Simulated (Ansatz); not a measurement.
Base system: Ag in the fcc (Cu type) structure (space group Fm-3m, No. 225; a = 4.105 Å; relaxed with 0.1 eV smearing). Axes: x, y, z lie along the cube axes.

Calculations: Kohn–Sham DFT with the r2SCAN functional, run in Ansatz (an electronic-structure program) with PAW and 500 eV plane waves, spin-orbit coupling left out, earlier PAW set.

Strains are applied to the cell and any free atomic positions relax; under biaxial strain the out-of-plane vector relaxes too.

One change was made to it. Results:

```csv
quantity,base,after
"pressure (mean of the normal stresses, compression positive)",0.0 GPa,5.7 GPa
energy relative to the base (free energy F),0 meV/atom,+30 meV/atom
```

Q: Which change produced these results?
A. tensor shear ε_yz = +2.87 %
B. isotropic strain +0.23 %
C. biaxial strain −2.40 %, plane normal [001], relaxed out of plane
D. biaxial strain −3.62 %, plane normal [111], relaxed out of plane

A: D, biaxial strain −3.62 %, plane normal [111], relaxed out of plane. For comparison, the energy relative to the base in the other runs: isotropic strain +0.23 % gives +0.3 meV/atom; tensor shear ε_yz = +2.87 % gives +8.2 meV/atom; biaxial strain −2.40 %, plane normal [001], relaxed out of plane gives +6.1 meV/atom.

Stability against distortions was not tested.
